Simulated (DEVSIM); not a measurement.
Structure: abrupt Ge n-p junction, at 300 K.

| layer (left to right) | material | thickness (μm) | Nd (cm⁻³) | Na (cm⁻³) | τn (s) | τp (s) |
|---|---|---|---|---|---|---|
| 1 | Ge | 0.270 | 2.7e18 | - | 3.8e-7 | 3.8e-7 |
| 2 | Ge | 1.80 | - | 4.6e14 | 3.8e-7 | 3.8e-7 |

Left contact: ohmic. Right contact: ohmic. Voltage is applied to the left contact. Recombination: SRH at mid-gap, radiative. Mobility is μmin + (μ − μmin)/(1 + (N/Nref)^α).

This is a model device: material constants are rounded textbook-type values typed into the input, and sizes, dopings and lifetimes were drawn at random. Values at 300 K; Nc and Nv go as T^1.5, mobilities as T to minus their exponent, the gap by Varshni's rule with the affinity fixed.

| parameter | Ge |
|---|---|
| gap (eV) | 0.664 |
| affinity (eV) | 4 |
| permittivity | 16 |
| Nc (cm⁻³) | 1.04e19 |
| Nv (cm⁻³) | 6e18 |
| μn (cm²/Vs) | 3900 |
| μp (cm²/Vs) | 1900 |
| μn,min | 150 |
| μp,min | 100 |
| Nref,n | 2.6e17 |
| Nref,p | 4e17 |
| αn | 0.56 |
| αp | 0.6 |
| T exponent of μn | 1.66 |
| T exponent of μp | 2.33 |
| B (cm³/s) | 6.4e-14 |
| Varshni α (eV/K) | 0.000477 |
| Varshni β (K) | 235 |

Model (solved in DEVSIM): 1D drift-diffusion, Boltzmann statistics, complete ionisation; no tunnelling, impact ionisation, image-force lowering or self-heating.

The temperature was swept, all else fixed.

```tsv
temperature (K)	largest field in the device at zero bias (V/cm)	potential step across the device at zero bias (V)
250	70000	0.461
300	77000	0.384
350	83000	0.310
400	88000	0.266
450	93000	0.238
500	97000	0.212
```

From the first row to the last the largest field in the device at zero bias goes from 70000 to 97000. From the first row to the last the potential step across the device at zero bias goes from 0.461 to 0.212.
